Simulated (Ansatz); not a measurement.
## Effect of isotropic strain −3.00 % on GaN

The parent structure is GaN in the wurtzite structure (space group P6_3mc, No. 186; a = 3.1826 Å, c = 5.1854 Å).

One thing is altered: the cell is scaled by 0.9700 in all directions; the atoms relax in the strained cell.

The values are results of Ansatz (a quantum-chemistry and plane-wave program), PBEsol, PAW, cutoff 420 eV, no spin-orbit coupling, not measurements. Γ-centred 12×12×7 mesh, Fermi–Dirac width 0.05 eV.

* **Volume per atom**: 10.38 Å³ (base 11.37 Å³)
* **Space group**: P6_3mc (No. 186) (base P6_3mc (No. 186))
* **Shortest interatomic distance**: 3.567 bohr (base 3.677 bohr)
* **Energy relative to the base (free energy F)**: +60 meV/atom
* **Pressure (mean of the normal stresses, compression positive)**: 21.03 GPa (base 0.00 GPa)
* **Band gap**: 2.47 eV (base 1.88 eV)
* **Gap character**: direct at Γ (base direct at Γ)
* **Mean gap deformation potential ΔEg/Δln V**: -6.6 eV
* **Width of the top valence band**: 3.15 eV (base 2.82 eV)
* **Electron mass**: 0.20 mₑ along c, 0.22 mₑ across (at Γ) (base 0.16 mₑ along c, 0.17 mₑ across (at Γ))
* **Valence-band top at Γ (three highest levels, from the VBM)**: 0.00, 0.00, -0.06 eV (base 0.00, 0.00, -0.04 eV)

Final structure:

```xyz
4
Lattice="3.0871 0.0000 0.0000 -1.5435 2.6735 0.0000 0.0000 0.0000 5.0299" Properties=species:S:1:pos:R:3 pbc="T T T"
Ga     0.0000     1.7823     0.0017
Ga     1.5435     0.8912     2.5166
N      0.0000     1.7823     1.8946
N      1.5435     0.8912     4.4095
```

Masses are band curvatures over ±0.01 Å⁻¹ around the edge. Semilocal Kohn–Sham gaps tend to fall short of experiment. Whether these cells are dynamically stable was not tested.
